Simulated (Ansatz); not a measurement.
The parent structure is YN in the rock salt structure (space group Fm-3m, No. 225).

```
YN
1.0
    0.00000     2.42808     2.42808
    2.42808     0.00000     2.42808
    2.42808     2.42808     0.00000
Y N
1 1
Direct
  0.00000   0.00000   0.00000
  0.50000   0.50000   0.50000
```

Calculations: Ansatz (a first-principles code), PBEsol, PAW, cutoff 420 eV, no spin-orbit coupling.

Base values:

- Band gap = 0.08 eV
- Pressure = 0.0 GPa

The change: an isotropic linear strain of −2.00 %; the atoms relax in the strained cell.

Predict the new energy relative to the base.

The energy goes up by 29 meV/atom.

Predict the new band gap.

The band gap goes from 0.08 eV to zero.

Estimate the effect on the pressure.

The pressure goes from zero to 11.8 GPa.

A case with no gap was solved on a k-mesh chosen for an insulator, which is coarse for it. Stability against distortions was not tested. All final runs are without spin polarisation. A zero or small gap of YN can be the functional's error rather than a property of the material.
